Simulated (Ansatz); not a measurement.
Reference: MgO (Fm-3m), PBEsol, rigid bands (plane waves, PAW, scalar-relativistic; Ansatz, a program for electronic structure); axes and stresses refer to this cell.

```
CELL_PARAMETERS angstrom
      0.00000     2.10703     2.10703
      2.10703     0.00000     2.10703
      2.10703     2.10703     0.00000
ATOMIC_POSITIONS crystal
  Mg 0.00000 0.00000 0.00000
  O  0.50000 0.50000 0.50000
```

- electron conductivity mass: 0.35 mₑ
- Seebeck coefficient, n-type 1e19 cm⁻³: -171 μV/K
- Seebeck coefficient, p-type 1e19 cm⁻³: 507 μV/K

Change: uniaxial stress along [110] of -2 GPa (compression positive). What happens to electron conductivity mass, Seebeck coefficient, n-type 1e19 cm⁻³, Seebeck coefficient, p-type 1e19 cm⁻³?

electron conductivity mass moves little, to 0.35 mₑ; Seebeck coefficient, n-type 1e19 cm⁻³ moves little, to -171 μV/K; Seebeck coefficient, p-type 1e19 cm⁻³ shrinks to 481 μV/K.

Change: uniaxial stress along [110] of 1 GPa (compression positive). What happens to electron conductivity mass, Seebeck coefficient, n-type 1e19 cm⁻³, Seebeck coefficient, p-type 1e19 cm⁻³?

electron conductivity mass moves little, to 0.35 mₑ; Seebeck coefficient, n-type 1e19 cm⁻³ moves little, to -172 μV/K; Seebeck coefficient, p-type 1e19 cm⁻³ moves little, to 502 μV/K.

Change: uniaxial stress along [110] of 2 GPa (compression positive). What happens to electron conductivity mass, Seebeck coefficient, n-type 1e19 cm⁻³, Seebeck coefficient, p-type 1e19 cm⁻³?

electron conductivity mass moves little, to 0.35 mₑ; Seebeck coefficient, n-type 1e19 cm⁻³ moves little, to -172 μV/K; Seebeck coefficient, p-type 1e19 cm⁻³ shrinks to 487 μV/K.

Change: uniaxial stress along [111] of -2 GPa (compression positive). What happens to electron conductivity mass, Seebeck coefficient, n-type 1e19 cm⁻³, Seebeck coefficient, p-type 1e19 cm⁻³?

electron conductivity mass moves little, to 0.35 mₑ; Seebeck coefficient, n-type 1e19 cm⁻³ moves little, to -171 μV/K; Seebeck coefficient, p-type 1e19 cm⁻³ drops to 486 μV/K.

Change: uniaxial stress zz = -2 GPa (compression positive). What happens to electron conductivity mass, Seebeck coefficient, n-type 1e19 cm⁻³, Seebeck coefficient, p-type 1e19 cm⁻³?

electron conductivity mass moves little, to 0.35 mₑ; Seebeck coefficient, n-type 1e19 cm⁻³ moves little, to -171 μV/K; Seebeck coefficient, p-type 1e19 cm⁻³ moves little, to 502 μV/K.

Change: uniaxial stress zz = 2 GPa (compression positive). What happens to electron conductivity mass, Seebeck coefficient, n-type 1e19 cm⁻³, Seebeck coefficient, p-type 1e19 cm⁻³?

electron conductivity mass moves little, to 0.35 mₑ; Seebeck coefficient, n-type 1e19 cm⁻³ moves little, to -172 μV/K; Seebeck coefficient, p-type 1e19 cm⁻³ moves little, to 501 μV/K.

Masses are for dilute carriers at 300 K, harmonic means over directions unless an axis is named. Seebeck coefficients are for the stated density at 300 K, with one relaxation time for all states and whether or not that doping can be reached. Spin-orbit coupling is left out unless a row names it. Stresses and pressures are the targets of the relaxation.  The structure type is held under load, also where the real crystal would transform.
